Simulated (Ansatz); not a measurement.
What As → Ru does to InAs

The reference is InAs in the zinc blende structure (space group F-43m, No. 216; a = 6.1866 Å).

The change: every As is replaced by Ru; the structure is relaxed again.

Computed with PBE/PAW in Ansatz (an electronic-structure program), no spin-orbit coupling, earlier PAW set. Settings: 13×13×13 k-points, 0.05 eV Fermi–Dirac smearing, for the changed cell.

The volume per atom shrinks by 2.39 Å³ (29.60 Å³ → 27.21 Å³) and the density grows by 1.27 g/cm³, from 5.32 g/cm³ to 6.59 g/cm³. The lattice parameter a falls by 0.171 Å, from 6.187 Å to 6.016 Å and the space group is still F-43m (No. 216). The shortest interatomic distance decreases by 0.074 Å, from 2.679 Å to 2.605 Å and the band gap remains zero.

Final structure:

```
CELL_PARAMETERS angstrom
      0.00000     3.00776     3.00776
      3.00776     0.00000     3.00776
      3.00776     3.00776     0.00000
ATOMIC_POSITIONS crystal
  Ru 0.75000 0.75000 0.75000
  In 0.00000 0.00000 0.00000
```

Stability against distortions was not tested. As relaxed here, InRu is a hypothetical phase, not in the database extracts checked. All final runs are without spin polarisation. An odd electron count without spin: InRu. InRu has a high density of states at the Fermi level and may be magnetic at this level. A zero or small gap of InAs can be the functional's error rather than a property of the material.
